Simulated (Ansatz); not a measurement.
Base system: Ag in the fcc (Cu type) structure (space group Fm-3m, No. 225; a = 4.1043 Å; relaxed with 0.1 eV smearing). Axes: x, y, z lie along the cube axes.

All numbers come from Ansatz (a first-principles code) r2SCAN, no spin-orbit coupling.

Strains are applied to the cell and any free atomic positions relax; under stress the whole cell relaxes.

One change was made to it. Results:

The energy goes up by 8.3 meV/atom; the shortest interatomic distance drops by 0.059 Å, from 2.902 Å to 2.843 Å.

**Question.** Name the change that was made.
(A) uniaxial strain ε_zz = −1.55 %
(B) uniaxial stress, 3 GPa tension along x
(C) strain tensor (xx, yy, zz, yz, xz, xy) = (−0.65, −1.01, +2.52, +0.19, −0.12, +0.50) %

**Answer.** B, uniaxial stress, 3 GPa tension along x. For comparison, the energy relative to the base in the other runs: strain tensor (xx, yy, zz, yz, xz, xy) = (−0.65, −1.01, +2.52, +0.19, −0.12, +0.50) % gives +2.1 meV/atom; uniaxial strain ε_zz = −1.55 % gives +1.7 meV/atom.

Stability under load was not tested beyond the relaxation.
